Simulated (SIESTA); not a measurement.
Band structure of Ti₃In (I4/mmm, 4 atoms in the cell).

```xyz
4
Lattice="-2.0136 2.0136 4.3019 2.0136 -2.0136 4.3019 2.0136 2.0136 -4.3019" Properties=species:S:1:pos:R:3 pbc="T T T"
Ti     0.0000     2.0136     2.1509
Ti     2.0136     0.0000     2.1509
Ti     0.0000     0.0000     4.3019
In     0.0000     0.0000     0.0000
```

Computed with SIESTA with LDA PW92, numerical atomic orbitals DZP, PseudoDojo LDA standard norm-conserving potentials (rewritten from UPF to PSML).

Settings: XC.functional = LDA; XC.authors = PW92; potentials = PseudoDojo LDA standard; PAO.BasisSize = DZP; PAO.EnergyShift = 0.005 Ry; MeshCutoff = 350 Ry; kgrid.MonkhorstPack = 8 8 8; OccupationFunction = FD; ElectronicTemperature = 0.1 eV; MaxSCFIterations = 150; SCF.Mixer.Method = Broyden; SCF.Mixer.Weight = 0.25; SCF.Mixer.History = 8; SCF.DM.Tolerance = 1.0E-04.

The starting cell comes from a database of computed structures (which also holds hypothetical and non-ambient phases and stackings), without a prior relaxation at this level. Its lattice was rescaled by a random factor within 2.5 % of one. Spin polarisation is off. Values carry the incompleteness of an atom-centred basis.

Levels in eV from the Fermi level, bands 21 to 26:
| point | 21 | 22 | 23 | 24 | 25 | 26 |
|---|---|---|---|---|---|---|
| Γ | -1.20 | -1.20 | -0.93 | -0.23 | 0.32 | 0.32 |
| X | -1.56 | -1.53 | -1.47 | -0.26 | 0.15 | 0.27 |
| Y | -2.11 | -1.15 | -0.91 | -0.10 | -0.06 | 0.14 |
| S | -1.33 | -1.10 | -0.69 | -0.69 | 0.38 | 0.80 |
| Z | -1.29 | -0.95 | -0.95 | -0.70 | 0.39 | 1.10 |
| S1 | -1.33 | -1.10 | -0.69 | -0.69 | 0.38 | 0.80 |
| N | -1.40 | -1.08 | -0.70 | -0.44 | 0.60 | 0.66 |
| P | -1.82 | -1.18 | -0.59 | -0.59 | -0.08 | 0.51 |
| Y1 | -2.11 | -1.15 | -0.91 | -0.10 | -0.06 | 0.14 |

Bands cross the Fermi level along this path, so the cell is metallic at this level.

Higher empty bands are left out: an atom-centred basis made for the valence describes them poorly.
